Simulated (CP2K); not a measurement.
CP2K run on InAs (F-43m, 2 atoms in the cell): self-consistent single point.

Level of theory: PBE, GPW, DZVP-MOLOPT-SR-GTH basis, GTH-PBE potentials (GTH_POTENTIALS) run with CP2K.

The change in words: lattice scaled by 0.97; CUTOFF: 500 Ry → 300 Ry. Reference geometry:
```yaml
crystal:
  lattice:
    - [4.31839, 0.00000, 0.00000]
    - [2.15919, 3.73983, 0.00000]
    - [2.15919, 1.24661, 3.52595]
  atoms:
    - { symbol: In, position: [0.75000, 0.75000, 0.75000] }
    - { symbol: As, position: [0.00000, 0.00000, 0.00000] }
```

Reference input (self-consistent single point, DFT PBE, GPW, DZVP-MOLOPT-SR-GTH basis, GTH-PBE potentials (GTH_POTENTIALS)): CUTOFF = 500 Ry; REL_CUTOFF = 50 Ry; SMEAR/METHOD = METHFESSEL_PAXTON; SIGMA = 0.05 eV; KPOINTS/SCHEME = MACDONALD 6 6 6 0.08333333333 0.08333333333 0.08333333333; XC_FUNCTIONAL = PBE; In/BASIS_SET = DZVP-MOLOPT-SR-GTH; In/POTENTIAL = GTH-PBE-q13; As/BASIS_SET = DZVP-MOLOPT-SR-GTH; As/POTENTIAL = GTH-PBE-q5; METHOD = GPW; EPS_DEFAULT = 1e-10. This run's input differs from it in these lines:

```diff
@@ -16,3 +16,3 @@
     &MGRID
-      CUTOFF 500
+      CUTOFF 300
       REL_CUTOFF 50
@@ -62,5 +62,5 @@
     &CELL
-      A 4.31838600 0.00000000 0.00000000
-      B 2.15919300 3.73983200 0.00000000
-      C 2.15919300 1.24661100 3.52594700
+      A 4.18883400 0.00000000 0.00000000
+      B 2.09441700 3.62763700 0.00000000
+      C 2.09441700 1.20921200 3.42016900
       PERIODIC XYZ
@@ -68,3 +68,3 @@
     &COORD
-      In       6.47757900     3.73983225     2.64446025
+      In       6.28325100     3.62763675     2.56512675
       As       0.00000000     0.00000000     0.00000000
```

The program printed (abridged):

```
 SCF WAVEFUNCTION OPTIMIZATION

  Step     Update method      Time    Convergence         Total energy    Change
     1 NoMix/Diag. 0.30E+00      -     1.22479990       -62.7551543903 -6.28E+01
     2 Broy./Diag. 0.30E+00      -     0.09770358       -62.6842889819  7.09E-02
     3 Broy./Diag. 0.30E+00      -     0.09997711       -62.6382043369  4.61E-02
     4 Broy./Diag. 0.30E+00      -     0.01748893       -62.6290302075  9.17E-03
     5 Broy./Diag. 0.30E+00      -     0.00133288       -62.6442864013 -1.53E-02
     6 Broy./Diag. 0.30E+00      -     0.00086691       -62.6383691371  5.92E-03
   [... 3 lines left out ...]
    10 Broy./Diag. 0.30E+00      -     0.00000286       -62.6365652353 -6.42E-06
    11 Broy./Diag. 0.30E+00      -     0.00000031       -62.6365661195 -8.84E-07
    12 Broy./Diag. 0.30E+00      -     0.00000020       -62.6365655602  5.59E-07
    13 Broy./Diag. 0.30E+00      -     4.2461E-09       -62.6365654352  1.25E-07
  *** SCF run converged in    13 steps ***

  Overlap energy of the core charge distribution:               0.00000000356310
  Self energy of the core charge distribution:               -103.51323037769340
  Core Hamiltonian energy:                                     31.30988947985720
  Hartree energy:                                              18.64800938644542
  Exchange-correlation energy:                                 -9.08123654498802
  Smearing free energy correction:                              0.00000261757597
  Fermi energy:                                                 0.18969759092956

  Total energy:                                               -62.63656543523974

                     Mulliken Population Analysis

 #  Atom  Element  Kind  Atomic population                           Net charge
   [... lines left out ...]

 STRESS| Analytical stress tensor [bar]
 STRESS|                        x                   y                   z
 STRESS|      x        9.54364931096E+04   1.95770963604E+00   1.38431209838E+00
 STRESS|      y        1.95770963604E+00   9.54341842477E+04   7.84998298607E-01
 STRESS|      z        1.38431209838E+00   7.84998298607E-01   9.54334252708E+04
 STRESS| 1/3 Trace                                             9.54347008760E+04
```

The run converged in 13 iterations. Against the reference run the free energy goes up by 92.4 meV/atom and the pressure goes from 2.81 to 9.54 GPa.

The starting cell comes from a database of computed structures (which also holds hypothetical and non-ambient phases and stackings), without a prior relaxation at this level. For this run, on top of that: lattice scaled by 0.97. Values carry the incompleteness of an atom-centred basis. The run gives no clean gap (levels at the Fermi energy touch, overlap or are partly filled at this smearing), which alone does not show that the compound is a metal.
